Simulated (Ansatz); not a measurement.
Se (space group P3_121, No. 152; made of chains)

Space group P3₁21 (No. 152); a = 4.5066 Å, b = 4.5066 Å, c = 4.9888 Å, α = 90.00°, β = 90.00°, γ = 120.00°

```tsv
atom	site	symmetry	x	y	z
Se	3b	.2.	0.7831	0.7831	0.5000
```

Calculations: r2SCAN (Ansatz, a program for electronic structure), scalar-relativistic without spin-orbit coupling, earlier PAW set. Γ-centred 9×9×7 mesh, Fermi–Dirac width 0.05 eV.

```json
{
  "volume_per_atom": "29.25 Å³",
  "density": "4.48 g/cm³",
  "band_gap": "1.33 eV, indirect, L → H",
  "electron_mass": "0.18 mₑ along c, 0.43 mₑ across",
  "total_energy": "-5478.140 eV/atom (σ→0; compares only within this code and set-up)"
}
```

Effective masses come from finite differences of ±0.01 Å⁻¹. Stability against distortions was not tested. No dispersion term is included, though the crystal is made of layers, chains or molecules, so its spacings can come out too wide.
